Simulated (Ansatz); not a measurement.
We consider SiC (model structure, started from the CdTe type, P6₄22, No. 181, 6 atoms in the cell), described by PBEsol (Ansatz, a first-principles code, PAW).

Numerical settings: plane-wave cutoff 520 eV, 18×18×8 k mesh (along the axes of the cell as run), Fermi–Dirac smearing 0.05 eV, scalar-relativistic PAW data made under PBE.

Cell (relaxed at this level):

```yaml
crystal:
  lattice:
    - [3.06570, 0.00000, 0.00000]
    - [-1.53285, 2.65498, 0.00000]
    - [0.00000, 0.00000, 7.03113]
  atoms:
    - { symbol: Si, position: [0.00000, 0.49998, 0.66667] }
    - { symbol: Si, position: [0.50002, 0.50002, 0.00000] }
    - { symbol: Si, position: [0.49998, 0.00000, 0.33333] }
    - { symbol: C, position: [0.00000, 0.49999, 0.16667] }
    - { symbol: C, position: [0.50001, 0.50001, 0.50000] }
    - { symbol: C, position: [0.49999, 0.00000, 0.83333] }
```

Question: What does this level give for the band gap, smallest direct gap on the k points sampled and Γ–Γ gap?

Answer: 
* **band gap**: 0.77 eV (indirect)
* **smallest direct gap on the k points sampled**: 2.98 eV
* **Γ–Γ gap**: 3.35 eV

Note: the relaxation could raise the start's symmetry but not lower it, so the cell can be a saddle point.

Static lattice: no zero-point or thermal effects.

The result took very roughly 28 core-seconds.

A model structure was made by putting elements into a prototype or built by hand; it is no filed structure, need not be a known phase, and can be a saddle point held by its symmetry.
